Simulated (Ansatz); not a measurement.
Method: PBE (plane waves to 420 eV, PAW; Ansatz, a quantum-chemistry and plane-wave program).

Electrostatic potential energy of an electron, averaged over planes parallel to the surface, in eV from the Fermi level, for a constructed model of the (100) surface of fcc Al, a layer of Pt in place of the second plane (bottom of the slab: a bare face, its two planes held):

(z (Å), V (eV)): (3.83, 4.33); (4.12, 4.33); (4.42, 4.33); (4.71, 4.32); (5.01, 4.31); (5.30, 4.29); (5.59, 4.24); (5.89, 4.14); (6.18, 3.94); (6.48, 3.50); (6.77, 2.63); (7.07, 0.93); (7.36, -2.24); (7.66, -5.00); (7.95, -5.77); (8.24, -5.84); (8.54, -5.42); (8.83, -3.54); (9.13, -2.06); (9.42, -3.74); (9.72, -5.58); (10.01, -6.02); (10.31, -5.98); (10.60, -5.30); (10.89, -3.06); (11.19, -1.70); (11.48, -3.53); (11.78, -5.51); (12.07, -5.98); (12.37, -5.91); (12.66, -5.25); (12.96, -3.12); (13.25, -1.93); (13.54, -3.93); (13.84, -5.80); (14.13, -6.24); (14.43, -6.26); (14.72, -5.90); (15.02, -5.14); (15.31, -8.79); (15.61, -15.69); (15.90, -19.75); (16.19, -18.35); (16.49, -12.22); (16.78, -5.54); (17.08, -4.35); (17.37, -5.73); (17.67, -6.10); (17.96, -6.01); (18.26, -5.23); (18.55, -2.46); (18.84, 0.92); (19.14, 2.80); (19.43, 3.79); (19.73, 4.29); (20.02, 4.53); (20.32, 4.65); (20.61, 4.71); (20.91, 4.73); (21.20, 4.75); (21.49, 4.75); (21.79, 4.76); (22.08, 4.76)

Slab: 6 atoms, 10.3 Å thick at the start (thin: gaps and levels are the slab's own); k 13x13x1, smearing 0.1 eV, dipole-corrected; 2 atoms held, the rest relaxed; start symmetry kept, larger cells not searched; no spin, no spin-orbit, no U. It is one candidate, not shown to be the stable structure of the face.

The surface cell has an area of 8.17 Å². What dipole along the normal does the step between the two vacuum levels imply?

the top vacuum level lies 0.43 eV above the bottom one; p = −ε₀ A ΔV (ε₀ = 0.005526 e/(V·Å)) gives -0.02 e·Å a cell.
